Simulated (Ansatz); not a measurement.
Q: Name crystals whose band gap lies between 0.89 and 1.39 eV and whose hole conductivity mass lies between 0.31 and 0.48 mₑ, by PBEsol, rigid bands in Ansatz (an electronic-structure program).

A: Many crystals can fit; among those computed here:
- Be₂C (Fm-3m): 1.08 eV, 0.43 mₑ
- BP (F-43m): 1.11 eV, 0.39 mₑ

Masses are for dilute carriers at 300 K, harmonic means over directions unless an axis is named. Spin-orbit coupling is left out.

Formula and space group known from diffraction (Crystallography Open Database), not checked to be the room-temperature form: Be2C (Fm-3m).
